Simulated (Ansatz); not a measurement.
# Y: response to strain

The reference is Y in the hcp (Mg type) structure (space group P6_3/mmc, No. 194; relaxed with 0.1 eV smearing).

```
Y
1.0
    3.59431     0.00000     0.00000
   -1.79716     3.11277     0.00000
    0.00000     0.00000     5.60992
Y
2
Direct
  0.66667   0.33333   0.75000
  0.33333   0.66667   0.25000
```

Cartesian axes are those of the cell as printed.

Strains are applied to the cell and any free atomic positions relax.

The values are results of Kohn–Sham DFT with the PBEsol functional, run in Ansatz (an electronic-structure program) with PAW and 420 eV plane waves, without spin-orbit coupling, not measurements.

Notes on the quantities. energy relative to the base: free energy F.

```tsv
uniaxial strain ε_xx (%)	energy relative to the base (meV/atom)
-3	7.0
-2.5	4.8
-2	?
-1.5	1.7
-1	0.8
-0.5	0.2
0	0.0
```

Task: Fit ΔE = Aε² + Bε³ (ε in %) to the rows shown and predict the withheld row.

Result: Least squares on the printed values gives A = 0.744 and B = -0.011 meV/atom (largest residual 0.0 meV/atom); this predicts 3.1 meV/atom, and the run gives 3.1 meV/atom, in agreement.

No phonon test of stability was made. All final runs are without spin polarisation.
